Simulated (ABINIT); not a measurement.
**Variants of one calculation on Li₅Mg (P-62m, 6 atoms in the cell)**

```cif
data_Li5Mg
_chemical_formula_sum 'Li5 Mg1'
_space_group_name_H-M_alt 'P-62m'
_space_group_IT_number 189
_space_group_name_Hall 'P -6 -2'
_cell_length_a 5.27413
_cell_length_b 5.27413
_cell_length_c 5.05320
_cell_angle_alpha 90.000
_cell_angle_beta 90.000
_cell_angle_gamma 120.000
loop_
_atom_site_label
_atom_site_type_symbol
_atom_site_symmetry_multiplicity
_atom_site_Wyckoff_symbol
_atom_site_fract_x
_atom_site_fract_y
_atom_site_fract_z
_atom_site_occupancy
Li1 Li 3 f 0.00000 0.33225 0.00000 1
Li2 Li 2 d 0.33333 0.66667 0.50000 1
Mg1 Mg 1 b 0.00000 0.00000 0.50000 1
```

Base run A: PBEsol, norm-conserving pseudopotentials (PseudoDojo nc-sr-04 PBEsol standard) (ABINIT), self-consistent single point.

Its settings: pseudos = [Li.upf, Mg.upf]; ecut = 42 Ha; ixc = -116133; occopt = 3; tsmear = 0.00367493 Ha; ngkpt = 5 5 5; nshiftk = 1; shiftk = 0 0 0; potentials = PseudoDojo nc-sr-04 PBEsol standard; nband = 18; kptopt = 1; nstep = 80; tolvrs = 1e-10.

The starting cell comes from a database of computed structures (which also holds hypothetical and non-ambient phases and stackings), without a prior relaxation at this level.

ΔF is the free energy per atom less that of run A. 

Runs:
- B: 2 x 2 x 1 supercell at the zone centre alone; nband: 18 → 63; ngkpt: 5 5 5 → 1 1 1
- C: nband: 18 → 45
- D: tolvrs: 1e-10 → default; toldfe: default → 3.7e-06 Ha
- E: ecut: 42 Ha → 17 Ha
- F: ecutsm: default → 0.5 Ha
- G: npulayit: default → 15
- H: tolvrs: 1e-10 → default; toldfe: default → 1e-06 Ha
- I: tsmear: 0.00367493 Ha → 0.0110248 Ha

| run | ΔF (meV/atom) | pressure (GPa) | largest force (eV/Å) | k-points | valence electrons |
|---|---|---|---|---|---|
| A | 0.00 | -0.16 | 0.015 | 15 | 25 |
| B | 230.6 | 0.69 | 0.161 | 1 | 100 |
| C | 0.00 | -0.16 | 0.015 | 15 | 25 |
| D | 0.00 | -0.17 | 0.015 | 15 | 25 |
| E | 7470.5 | -167.62 | 0.043 | 15 | 25 |
| F | 0.01 | -0.15 | 0.015 | 15 | 25 |
| G | 0.00 | -0.16 | 0.015 | 15 | 25 |
| H | 0.00 | -0.16 | 0.015 | 15 | 25 |
| I | -55.1 | 0.06 | 0.012 | 15 | 25 |

Run F against A: The free energy is nearly the same (within 1 meV/atom), the pressure moves little (-0.16 to -0.15 GPa) and the largest force stays at 0.015 eV/Å.

Run I against A: The free energy drops by 55.1 meV/atom, the pressure goes from -0.16 to 0.06 GPa and the largest force moves little (0.015 to 0.012 eV/Å).
